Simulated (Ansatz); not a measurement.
Surface energy of faces of bcc V in PBE and in RPBE, in Ansatz (plane waves, PAW). Symmetric slabs relaxed with PBE from ideal cuts in 1x1 cells (the lowest computed cut and spin start of each face; real faces may reconstruct in larger cells); RPBE values are single points on them, with the bulk at the same level. No spin-orbit coupling, no U.

```tsv
face	PBE (J/m²)	RPBE (J/m²)
(100)	2.41	2.22
(110)	2.44	2.28
(111)	2.71	2.57
(210)	2.52	2.34
(211)	2.71	2.55
(221)	2.67	2.51
(310)	2.49	2.30
(311)	2.68	2.50
(320)	2.51	?
```

Q: Fit a straight line y = a·x + b by least squares to the 8 complete rows (x: PBE (J/m²); y: RPBE (J/m²)).

A: the means are x̄ = 2.5788 and ȳ = 2.4087; Σ(x − x̄)² = 0.11209 and Σ(x − x̄)(y − ȳ) = 0.12159, so a = 1.085 and b = ȳ − a·x̄ = -0.389. The largest residual is 0.022.

Q: What does the line predict for the withheld row, (320), and what did the calculation give?

A: the line gives 2.33; the calculation gave 2.34, a miss of 0.01, of the size of the fitted rows' scatter and rounding.

Ansatz is a first-principles code.
